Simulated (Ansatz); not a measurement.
Base system: PtSe$_{2}$ in the CdI2 type structure (space group P-3m1, No. 164; a = 3.7352 Å, c = 5.2073 Å; layered, stacked along the Cartesian z axis; relaxed with 0.1 eV smearing). Axes: x lies along a and z along c of the hexagonal cell.

Calculations: r2SCAN+rVV10 (Ansatz, a quantum-chemistry and plane-wave program), no spin-orbit coupling.

It is then changed as follows: uniaxial strain ε_zz = −4.10 %, all other strain components held at zero, atoms relaxed at fixed cell.

Problem. Predict the stress tensor and what it implies for the stiffness.

Solution. Stress of the strained cell less that of the base (GPa, compression positive):
```
    1.6     0.0     0.0
    0.0     1.6     0.0
    0.0     0.0     1.5
```

Then −Δσ_ii/ε with ε = -0.0410 gives secant stiffness values (nonlinear terms included at this strain): C33 ≈ 36 GPa, C13 ≈ 38 GPa and C23 ≈ 38 GPa.

No phonon test of stability was made. All final runs are without spin polarisation.
